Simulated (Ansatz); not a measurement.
NiAs-type NiSb was calculated with BLYP (Ansatz, an electronic-structure program, PAW).

Settings: plane-wave cutoff 520 eV, 18×18×12 k mesh (along the axes of the cell as run), Fermi–Dirac smearing 0.05 eV, no spin polarisation, scalar-relativistic PAW data made under PBE.

Equation-of-state points:

```tsv
V (Å³/atom)	E − E_lowest (meV/atom)
18.177	9.06
18.556	2.19
18.935	0.00
19.314	1.98
19.692	7.67
```

What bulk modulus B0 and pressure derivative B′ does a third-order Birch–Murnaghan fit give?

V0 = 18.937 Å³/atom, B0 = 88.0 GPa, B′ = 4.8 (fit to the energies at full precision).

Shape and atoms are relaxed at each volume.

Note: the bulk modulus comes from volumes at which shape and atoms were relaxed.

Spin–orbit coupling is not included.

Static lattice: no zero-point or thermal effects.
